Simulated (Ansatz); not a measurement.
Consider MgO in the rock salt structure (space group Fm-3m, No. 225; a = 4.208 Å). Axes: x, y, z lie along the cube axes.

Calculations: r2SCAN, PAW, 500 eV (Ansatz, a first-principles code; no spin-orbit coupling), earlier PAW set.

A first run, uniaxial strain ε_zz = +2.37 %, gives secant values C11 ≈ 270 GPa and C12 ≈ 90 GPa from its stress. A second run applies biaxial strain −1.89 %, plane normal [001], relaxed out of plane.

Problem. What does linear elasticity predict for −ε⊥/ε∥ in the second run, and what does the run give?

Solution. Linear elasticity: 2 C12/C11 = 0.67. The run gives 0.64; any difference comes from nonlinear terms at these strains and numerical noise.

No phonon test of stability was made.
